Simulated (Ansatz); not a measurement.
The parent structure is BAs in the zinc blende structure (space group F-43m, No. 216; a = 4.7679 Å).

All numbers come from Kohn–Sham DFT with the PBEsol functional, run in Ansatz (a program for electronic structure) with PAW and 420 eV plane waves, spin-orbit coupling left out.

For the base:

Pressure: 0.00 GPa
Band gap: 1.08 eV

One thing is altered: the cell is scaled by 0.9850 in all directions, atoms relaxed at fixed cell.

What happens to the pressure?

The pressure goes from zero to 6.98 GPa.

How does this affect the band gap?

The band gap decreases by 0.04 eV (1.08 eV → 1.04 eV).

The cells carry an imposed strain or load. No phonon test of stability was made.
